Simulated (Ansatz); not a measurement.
Defect: interstitial H in zinc-blende BP, charge state +1. The step: a concerted move, in which H travels most (a rearrangement that moves the defect's centre by under 1 Å); the atom moves 0.87 Å along (0.00, -0.14, 0.13) of the unit cell; the moving atom starts with neighbours B at 1.29; P at 1.50, P at 2.15 Å and ends with B at 1.29; P at 1.49, P at 2.16 Å. A PBE band in Ansatz (plane-wave PAW, a 2×2×2 k-point mesh shifted by half a step, 64 host sites, 22 SCF runs with any check of the saddle's order, static, no finite-size correction) gives a forward barrier of 0.100 eV. The saddle point's order was not checked, and it lies on a symmetry element of the cell, where a band can be held. The charge state is imposed; whether it is stable for some Fermi level was not computed. Sites that were not tried may lie lower.

Single points at the band's start and saddle point can refine it. Rough cost of one point, in units of the band's mean SCF on the same machine:

```json
[
 {"Level": "PBE, a 3×3×3 k-point mesh shifted by half a step", "Cost of one point": "about 3"},
 {"Level": "r2SCAN at 500 eV, a 2×2×2 k-point mesh shifted by half a step", "Cost of one point": "about 2"}
]
```

Task: Which of these move the barrier by more than 0.1 eV, and how far does each move it?

Result: Not one does. PBE, a 3×3×3 k-point mesh shifted by half a step: 0.00 eV; r2SCAN at 500 eV, a 2×2×2 k-point mesh shifted by half a step: +0.06 eV. Each functional is compared with PBE at the same k-points.

Ansatz is a first-principles code.
